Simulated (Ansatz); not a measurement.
Sr in the fcc (Cu type) structure (space group Fm-3m, No. 225)

Sr has the cubic space group Fm-3m (No. 225), the fcc (Cu type) structure, Pearson symbol cF4. Conventional cell: a = b = c = 5.923 Å, α = β = γ = 90.00°. Sr on 4a has 12 Sr at 4.188 Å (cuboctahedral). (Neighbours: up to the widest gap in distance over summed covalent radii, below 1.35, at either atom.)
(The calculation used a cell of 1 atom; values per cell refer to that cell.)

All numbers come from PBEsol, PAW, 420 eV (Ansatz, an electronic-structure program; no spin-orbit coupling). k-mesh 14×14×14 (Γ-centred); smearing 0.05 eV (Fermi–Dirac).

| Property | Result |
|---|---|
| Volume per atom | 51.93 Å³ |
| Density | 2.80 g/cm³ |
| Band gap | zero |
| Total energy | -3492.214 eV/atom (σ→0; compares only within this code and set-up) |

Whether these cells are dynamically stable was not tested.
